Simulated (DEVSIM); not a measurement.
## illuminated GaAs p-on-n cell, one wavelength

System: illuminated GaAs p-on-n cell, one wavelength, at 300 K.

```tsv
layer (left to right)	material	thickness (μm)	Nd (cm⁻³)	Na (cm⁻³)	τn (s)	τp (s)	absorption coefficient (cm⁻¹)
1	GaAs	0.540	-	1.2e18	1.8e-10	5.1e-11	6400
2	GaAs	1.20	4.8e15	-	1.3e-9	1.3e-9	6400
```

Left contact: ohmic, minority electron recombination velocity 20 cm/s. Right contact: ohmic, minority hole recombination velocity 4e5 cm/s. Voltage is applied to the left contact. Recombination: SRH at mid-gap, radiative, Auger. Light enters at the left, 3.3e16 photons cm⁻² s⁻¹, one pass, no reflection. Mobility is μmin + (μ − μmin)/(1 + (N/Nref)^α).

The device is made up for the run: typed textbook-type constants, with dimensions and the other settings drawn at random. Values at 300 K.

```csv
parameter,GaAs
gap (eV),1.424
affinity (eV),4.07
permittivity,12.9
Nc (cm⁻³),4.7e17
Nv (cm⁻³),9e18
μn (cm²/Vs),8500
μp (cm²/Vs),400
"μn,min",500
"μp,min",20
"Nref,n",6e16
"Nref,p",1.5e17
αn,0.39
αp,0.38
B (cm³/s),2e-10
Cn (cm⁶/s),1e-30
Cp (cm⁶/s),1e-30
```

DEVSIM, 1D drift-diffusion, Boltzmann statistics, complete ionisation; no tunnelling, impact ionisation, image-force lowering or self-heating.

The potential step across the device at zero bias is 1.253 V, the largest field in the device at zero bias is 66000 V/cm and the dark forward voltage at 1 A/cm² is 0.989 V. The dark forward voltage at 100 A/cm² is 1.136 V and the short-circuit current is 3.09 mA/cm². The open-circuit voltage is 0.774 V and the fill factor is 0.74. The largest power comes out as 1.77 mW/cm² and the share of generated pairs collected at short circuit is 0.871.

Small-signal capacitance in reverse bias (quasi-static):

```json
[
 {"V (V)": "-0.04", "C (nF/cm²)": "19.1"},
 {"V (V)": "-0.1", "C (nF/cm²)": "18.6"},
 {"V (V)": "-0.2", "C (nF/cm²)": "17.9"},
 {"V (V)": "-0.3", "C (nF/cm²)": "17.3"},
 {"V (V)": "-0.4", "C (nF/cm²)": "16.7"},
 {"V (V)": "-0.6", "C (nF/cm²)": "15.7"},
 {"V (V)": "-0.8", "C (nF/cm²)": "14.9"},
 {"V (V)": "-1", "C (nF/cm²)": "14.1"},
 {"V (V)": "-1.3", "C (nF/cm²)": "13.2"}
]
```

Dark forward current:

(V (V), J (A/cm²)): (0.05, 7.9e-10); (0.10, 2.8e-9); (0.15, 8.0e-9); (0.20, 2.2e-8); (0.25, 6.1e-8); (0.30, 1.7e-7); (0.35, 4.5e-7); (0.40, 1.2e-6); (0.45, 3.4e-6); (0.50, 9.3e-6); (0.55, 2.6e-5); (0.60, 7.1e-5); (0.65, 0.00020); (0.70, 0.00057); (0.75, 0.0017); (0.80, 0.0051); (0.85, 0.017); (0.90, 0.065); (0.95, 0.28); (1.00, 1.4); (1.05, 7.6); (1.10, 37); (1.15, 150); (1.20, 500); (1.25, 1500); (1.30, 4400)
